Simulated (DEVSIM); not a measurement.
Device: Schottky contact on p-type Ge, at 300 K.

Layer 1 from the left is Ge, thickness (μm) 5.20, Na (cm⁻³) 4.8e16, τn (s) 4.7e-7, τp (s) 4.7e-7.

Left contact: Schottky, work function 4.394 eV, emission velocity 2.4e6 cm/s. Right contact: ohmic. Voltage is applied to the left contact. Recombination: SRH at mid-gap. Mobility is μmin + (μ − μmin)/(1 + (N/Nref)^α).

Constants are typed, rounded textbook-type inputs, not results; the design itself was drawn at random and stands for no fabricated device. Values at 300 K.

Ge: gap (eV) 0.664, affinity (eV) 4, permittivity 16, Nc (cm⁻³) 1.04e19, Nv (cm⁻³) 6e18, μn (cm²/Vs) 3900, μp (cm²/Vs) 1900, μn,min 150, μp,min 100, Nref,n 2.6e17, Nref,p 4e17, αn 0.56, αp 0.6.

Problem. Estimate by hand the built-in potential, the peak field at zero bias, and compare with a numerical solution.

Solution. 
- Built-in potential: barrier φB = 0.270 eV; Vbi = φB − kT/q ln(N_band/N) = 0.145 V; numerical 0.145 V.
- Peak field at zero bias: depletion approximation: W = √(2εVbi/(qN)) = 0.0731 μm with N = 4.80e16 cm⁻³; field = 2Vbi/W = 39700 V/cm; numerical 35700 V/cm (estimate above by 11 %).

Simulated with DEVSIM: 1D drift-diffusion, Boltzmann statistics, complete ionisation; no tunnelling, impact ionisation, image-force lowering or self-heating. Metal contacts follow the ideal Schottky-Mott rule: no Fermi-level pinning, no interface dipoles.
